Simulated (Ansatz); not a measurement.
Input:

End structure of S on the 1x1 (0001) surface of hcp Ti, one in a 2x2 cell, started at the site 'bridge Ti-Ti (span 2.9 Å)':

```yaml
crystal:
  lattice:
    - [5.87727, 0.00000, 0.00000]
    - [-2.93864, 5.08987, 0.00000]
    - [0.00000, 0.00000, 26.00000]
  atoms:
    - { symbol: Ti, position: [0.33333, 0.16667, 0.36988] }
    - { symbol: Ti, position: [0.33333, 0.66667, 0.36988] }
    - { symbol: Ti, position: [0.83333, 0.16667, 0.36988] }
    - { symbol: Ti, position: [0.83333, 0.66667, 0.36988] }
    - { symbol: Ti, position: [0.16667, 0.33333, 0.45305] }
    - { symbol: Ti, position: [0.16667, 0.83333, 0.45305] }
    - { symbol: Ti, position: [0.66667, 0.33333, 0.45305] }
    - { symbol: Ti, position: [0.66667, 0.83333, 0.45305] }
    - { symbol: Ti, position: [0.32527, 0.16263, 0.54568] }
    - { symbol: Ti, position: [0.34925, 0.67462, 0.54385] }
    - { symbol: Ti, position: [0.82457, 0.16950, 0.54897] }
    - { symbol: Ti, position: [0.82457, 0.65507, 0.54897] }
    - { symbol: Ti, position: [0.17618, 0.35559, 0.62858] }
    - { symbol: Ti, position: [0.17618, 0.82060, 0.62858] }
    - { symbol: Ti, position: [0.63325, 0.31662, 0.63595] }
    - { symbol: Ti, position: [0.68172, 0.84086, 0.63352] }
    - { symbol: S, position: [0.16754, 0.08377, 0.69511] }
```

Slab: 17 atoms, 6.8 Å thick at the start under the adsorbate (thin: gaps and levels are the slab's own); k 6x6x1, smearing 0.1 eV, dipole-corrected; 8 atoms held, the rest relaxed; start symmetry kept, larger cells not searched; no spin, no spin-orbit, no U, no dispersion correction. At the end it is bonded to 4 Ti. In PBE this state lies 0.07 eV over the lowest of the starts that converged ('hollow Ti-Ti-Ti').

A negative adsorption energy means that the adsorbate is more stable on the surface than in its reference.

**Question.** Give the adsorption energy against ⅛ S8(g) at the level PBE (Ansatz, a quantum-chemistry and plane-wave program).

**Answer.** -3.42 eV

**Question.** Give the change of the step from the bottom to the top vacuum level, against the clean slab at the level PBE.

**Answer.** 0.25 eV

**Question.** What work function of the top face does PBE give?

**Answer.** 4.63 eV

**Question.** What change of the work function does PBE give?

**Answer.** 0.24 eV
